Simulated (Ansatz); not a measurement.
Start from Al2O3 in the corundum structure (space group R-3c, No. 167).

```
Al2O3
1.0
    2.36460     1.36520     4.29721
   -2.36460     1.36520     4.29721
    0.00000    -2.73040     4.29721
Al O
4 6
Cartesian
  0.00000   0.00000   8.35346
  0.00000   0.00000   1.90765
  0.00000   0.00000   4.53816
  0.00000   0.00000  10.98397
  0.72324   1.47771   5.37151
 -1.64136  -0.11251   5.37151
 -0.72324  -1.47771   7.52011
 -0.91812   1.36520   7.52011
  1.64136   0.11251   7.52011
  0.91812  -1.36520   5.37151
```

Cartesian axes are those of the cell as printed.

The values are results of Ansatz (a first-principles code), LDA, PAW, cutoff 420 eV, spin-orbit coupling left out, not measurements.

Base values:

The band gap is 6.43 eV. The width of the top valence band is 0.66 eV and the valence-band top at Γ is 0.00, -0.04, -0.04 eV.

Modification: uniaxial strain ε_zz = −2.25 %, all other strain components held at zero; the atoms relax in the strained cell.

### Question
How does this affect the band gap, width of the top valence band and valence-band top at Γ?

### Answer
The band gap grows by 0.07 eV, from 6.43 eV to 6.50 eV; the width of the top valence band rises by 0.20 eV to 0.86 eV; the valence-band top at Γ (three highest levels, from the VBM) goes from 0.00, -0.04, -0.04 eV to 0.00, -0.26, -0.26 eV.

No phonon test of stability was made.
